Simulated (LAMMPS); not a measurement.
MD from the crystal across the composition of ZrO2 (fluorite) with a share x of Zr sites La; all at 1500 K and zero pressure.

Model: classical MD, Buckingham potential of Lewis and Catlow, J. Phys. C 18, 1149 (1985), first set, used with rigid ions (no shells), PPPM sums, short-range terms cut at 10 Å, modified for these runs by an r^-4 repulsive force inside the short-range force's maximum (LAMMPS).

| x | volume | state | enthalpy | T (K) |
|---|---|---|---|---|
| 0.08 | 11.8235 ± 0.0007 Å³/atom | crystal in place, with slow hops of O within 100 ps | -35.764 ± 0.001 eV/atom | 1500 |
| 0.16 | 12.3098 ± 0.0009 Å³/atom | crystal in place, with slow hops of O within 100 ps | -34.948 ± 0.001 eV/atom | 1500 |
| 0.3 | 13.241 ± 0.001 Å³/atom | crystal in place, with slow hops of O within 100 ps | -33.4623 ± 0.0005 eV/atom | 1500 |

Caution: the potential ionic pair potential lewis1985a is fitted to static crystal properties with a polarisable anion, which is rigid here.

Caution: the random arrangement on this lattice is imposed, and need not be a phase that exists in equilibrium.

States go by the mean squared displacement: a species diffuses where it passes 1.5 Å², still rises and gives D over 1e-6 cm²/s; a crystal has left its structure where atoms lie 0.35 Å off their sites on average or a cubic box changes its shape by 3 %, or the axial ratios of another lie 8 % off the starting cell's, which the potential's own relaxation can also do.

Uncertainties are statistical and leave out the potential's own error.
